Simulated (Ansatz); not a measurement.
The structure below was relaxed with PBEsol (Ansatz, a first-principles code, PAW, scalar-relativistic without spin-orbit coupling), at pressure 0.3 GPa.

```yaml
crystal:
  lattice:
    - [-2.70682, 2.70682, 2.70682]
    - [2.70682, -2.70682, 2.70682]
    - [2.70682, 2.70682, -2.70682]
  atoms:
    - { symbol: Rb, position: [0.00000, 0.00000, 0.00000] }
```

Find the space group and the Wyckoff positions.

Space group Im-3m (No. 229); a = b = c = 5.4136 Å, α = β = γ = 90.00°

```
atom  site  symmetry       x       y       z
----  ----  --------  ------  ------  ------
Rb      2a      m-3m  0.0000  0.0000  0.0000
```

Load acts through the strain it causes; cell and atoms are relaxed under it. Stability against distortions was not tested. The cell was made from Rb in the bcc (W type) structure (space group Im-3m, No. 229) by this change: pressure 0.3 GPa.
